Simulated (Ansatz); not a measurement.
The starting structures come from a database of crystals and need not be the phases stable at ambient conditions.

**Evanescent states of ZrS2 (P-3m1, CdI2 type, not sure to be the ambient phase, 3 atoms a cell, 21.8 Å³ an atom, 3 GPa at this level) along the normal of (001)**

Calculation: r2SCAN (plane waves, PAW; Ansatz, a first-principles code).

The gap is the functional's own, uncorrected, and κ follows it; spin-orbit coupling is left out. Mid-gap values are interpolated between the computed energies.

Energies count from the valence-band top; κ is the least over a 12×12 mesh across the current.

| E (eV) | κ (1/Å) | where |
|---|---|---|
| 0.03 | 0.041 | Γ |
| 0.09 | 0.071 | Γ |
| 0.15 | 0.090 | Γ |
| 0.21 | 0.106 | Γ |
| 0.27 | 0.119 | Γ |
| 0.33 | 0.130 | Γ |
| 0.39 | 0.140 | Γ |
| 0.45 | 0.149 | Γ |
| 0.51 | 0.156 | Γ |
| 0.57 | 0.164 | Γ |
| 0.63 | 0.170 | Γ |
| 0.69 | 0.176 | Γ |
| 0.75 | 0.181 | Γ |
| 0.81 | 0.183 | off Γ |
| 0.87 | 0.151 | off Γ |
| 0.93 | 0.092 | off Γ |

Problem. How thick must the barrier be to attenuate the transmission by 10^8 when the electrodes' Fermi level lies at 0.63 eV, and what attenuation does that film give at 0.33 eV?

Solution. d = 8 ln 10 / (2 × 0.170) = 54.2 Å. At 0.33 eV it gives 8 × 0.130/0.170 = 6.1 decades.
